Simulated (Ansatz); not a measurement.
# SiC under a change: isotropic strain +2.00 %

Consider SiC in the zinc blende structure (space group F-43m, No. 216; a = 4.380 Å).

One thing is altered: every lattice vector is stretched by 2.00 %; the atoms relax in the strained cell.

The values are results of PBE (Ansatz, a quantum-chemistry and plane-wave program), spin-orbit coupling left out, not measurements. Settings: 13×13×13 k-points, 0.05 eV Fermi–Dirac smearing.

The shortest interatomic distance grows by 0.038 Å to 1.934 Å and the energy increases by 24 meV/atom. The pressure goes from zero to -11.23 GPa and the band gap goes up by 0.05 eV to 1.42 eV. The gap character is still indirect, Γ → X and the mean gap deformation potential ΔEg/Δln V is +0.8 eV. The width of the top valence band drops by 0.223 eV (4.63 eV → 4.40 eV) and the electron mass goes from 0.68 mₑ along k, 0.23 mₑ across (at X) to 0.70 mₑ along k, 0.23 mₑ across (at X). The hole mass (degenerate bands, along [100]) changes from 0.36, 0.59, 0.59 mₑ (at Γ) to 0.33, 0.59, 0.59 mₑ (at Γ).

Cost of the whole job for the changed cell (relaxation, final SCF and bands): very roughly 8 core-seconds.

Masses are band curvatures over ±0.01 Å⁻¹ around the edge. Along k means along the line from Γ to the band edge. Stability against distortions was not tested.
